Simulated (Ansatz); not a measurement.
Candidates (primitive cells; geometry: relaxed with this functional, without spin-orbit coupling):
A. Ti2O (P-3m1), a = 2.953 Å, b = 2.953 Å, c = 4.722 Å, α = 90.00°, β = 90.00°, γ = 120.00°
B. AuIn$_{2}$ (Fm-3m), a = b = c = 4.627 Å, α = β = γ = 60.00°
C. Ag (Fm-3m), a = 2.866 Å, b = 2.866 Å, c = 2.866 Å, α = 60.00°, β = 60.00°, γ = 60.00°
D. NbB₂ (P6/mmm), a = b = 3.0937 Å, c = 3.2928 Å, α = β = 90.00°, γ = 120.00°

Task: Put the candidates in order of electron-phonon coupling λ, lowest first, for Ansatz (a program for electronic structure) with PBEsol, DFPT electron-phonon coupling, linearised Boltzmann equation.

Result: C (0.124), A (0.27), B (0.39), D (0.69)

Metals; harmonic phonons. Halving the electron mesh moves these values by up to 3 %; q meshes are mostly untested. Some of the runs warned that the eigensolver left states short of its tolerance. Spin-orbit coupling is left out.

Formula and space group known from diffraction (Crystallography Open Database), not checked to be the room-temperature form: AuIn2 (Fm-3m), Ti2O (P-3m1). The missing spin-orbit coupling matters most for AuIn2 (Fm-3m).
